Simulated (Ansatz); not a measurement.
**ZrN (model structure, started from the NbAs type, I4₁md, No. 109, 4 atoms in the cell): properties by level of theory**

```json
[
 {"level (code)": "LDA (Ansatz)", "lattice constant a (Å)": "2.949", "c axis length (Å)": "10.863", "cohesive energy (eV/atom)": "8.32"},
 {"level (code)": "PBE (Ansatz)", "lattice constant a (Å)": "3.000", "c axis length (Å)": "11.035", "cohesive energy (eV/atom)": "7.04"},
 {"level (code)": "PBEsol (Ansatz)", "lattice constant a (Å)": "2.970", "c axis length (Å)": "10.930", "cohesive energy (eV/atom)": "7.61"},
 {"level (code)": "PBE-D3(BJ) (Ansatz)", "lattice constant a (Å)": "2.976", "c axis length (Å)": "10.946", "cohesive energy (eV/atom)": "7.46"}
]
```

Ansatz's density-functional and Hartree–Fock values are scalar-relativistic unless marked +SOC, with PAW data made under PBE.

Free atoms are spin-polarised, in the lowest state found; at levels without +SOC their spin–orbit coupling is left out.

Static lattice: no zero-point or thermal effects.

A model structure was made by putting elements into a prototype or built by hand; it is no filed structure, need not be a known phase, and can be a saddle point held by its symmetry.

Ansatz is a first-principles code.
